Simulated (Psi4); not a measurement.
Psi4 1.11, PBE0/def2-svp: Nb(O)(NH2)2(NMe2) (C[N](C)[Nb]([NH2])([NH2])=[O]), 17 atoms. The geometry is a generated start, not checked to be a minimum at this level.

```json
{
  "task": "energy",
  "method": "pbe0",
  "basis": "def2-svp",
  "memory": "3 GB",
  "maxiter": "100",
  "keys_of_the_molecule_block": "symmetry c1",
  "scf_type": "df (default)",
  "e_convergence": "1e-06 (default)",
  "d_convergence": "1e-06 (default)",
  "dft_radial_points": "75 (default)",
  "dft_spherical_points": "302 (default)",
  "effective_core_potentials": "those of the basis set, past Kr",
  "basis_functions": "165",
  "grid_points": "362902"
}
```

```xyz
17

Nb     0.5717     1.0862     0.0449
O      2.0873     1.2461    -0.7114
N      0.8028     1.4237     1.9839
H      0.1386     1.2211     2.7305
H      1.6337     1.8285     2.4136
N     -0.7023     2.3124    -0.8408
H     -1.6607     2.5127    -0.5560
H     -0.4733     2.9461    -1.6061
N      0.0174    -0.7920    -0.2147
C     -1.3163    -1.2938     0.0632
C      0.8231    -1.8442    -0.8128
H     -1.8166    -1.6077    -0.8653
H     -1.2735    -2.1655     0.7312
H     -1.9299    -0.5218     0.5427
H      0.8903    -2.7091    -0.1389
H      0.3795    -2.1820    -1.7596
H      1.8282    -1.4606    -1.0044
```

Charge 0 and multiplicity 1 are set for this test and not shown to be the ground state.

With the defaults (diis = true, scf_initial_accelerator = adiis, damping_percentage = 0, diis_max_vecs = 10, guess = auto, which took SAD, level_shift = 0, level_shift_cutoff = 0.01) it converges in 12 SCF iterations. One run each on 2 threads, with these changes:
- diis_max_vecs = 6
- diis = false, scf_initial_accelerator = none, damping_percentage = 60
- guess = modhuckel
- level_shift = 0.1, level_shift_cutoff = 0.001
- guess = huckel
- guess = sap
- scf_initial_accelerator = none
- guess = gwh
- diis_max_vecs = 20

Task: Name the settings that don't reach the solution of the defaults.

Result: No convergence: diis = false, scf_initial_accelerator = none, damping_percentage = 60 (the run ends without SCF convergence in 100 iterations). The rest reach the solution of the defaults.

| setting | SCF iterations | end |
|---|---|---|
| level_shift = 0.1, level_shift_cutoff = 0.001 | 11 | same solution |
| the defaults | 12 | same solution |
| diis_max_vecs = 6 | 12 | same solution |
| scf_initial_accelerator = none | 12 | same solution |
| diis_max_vecs = 20 | 12 | same solution |
| guess = modhuckel | 13 | same solution |
| guess = huckel | 13 | same solution |
| guess = gwh | 16 | same solution |
| guess = sap | 17 | same solution |
| diis = false, scf_initial_accelerator = none, damping_percentage = 60 | 100 | no convergence |

1 further run of the study ended by our limits or in an error and is left out.
